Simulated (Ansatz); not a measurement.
Base system: GaN in the zinc blende structure (space group F-43m, No. 216; a = 4.498 Å).

It is then changed as follows: cell and atoms relaxed at a pressure of 7.5 GPa.

Levels (all Ansatz, a quantum-chemistry and plane-wave program, PAW, earlier PAW set): r2SCAN (500 eV, no spin-orbit coupling); HSE06+SOC (420 eV, noncollinear with spin-orbit coupling).

The geometry is relaxed with r2SCAN.

| Quantity | Value |
|---|---|
| r2SCAN lowest conduction level above the VBM at special points | Γ 2.41 eV; X 3.79 eV; L 5.48 eV |
| r2SCAN valence-band top at Γ | 0.00, 0.00, 0.00 eV |

With HSE06+SOC at the same geometry, the lowest conduction level above the VBM at special points goes from Γ 2.41 eV; X 3.79 eV; L 5.48 eV to Γ 3.26 eV; X 4.47 eV; L 6.38 eV; the valence-band top at Γ (three highest Kramers pairs, from the VBM) goes from 0.00, 0.00, 0.00 eV to 0.00, 0.00, -0.02 eV. The threefold valence maximum splits by Δso ≈ 19 meV.

Single points use the geometry relaxed with r2SCAN. Their cutoffs differ, which shifts pressures a little. Differences between runs with and without spin-orbit coupling are approximate. The levels and masses belong to the bands next to the band gap. Load acts through the strain it causes; cell and atoms are relaxed under it. No phonon test of stability was made. Tetrahedral semiconductors of this kind turn to denser phases somewhere between about 1 and 50 GPa; those were not computed, so compressed cells here can lie past the real transition. This is not the structure that GaN has at room temperature and ambient pressure.
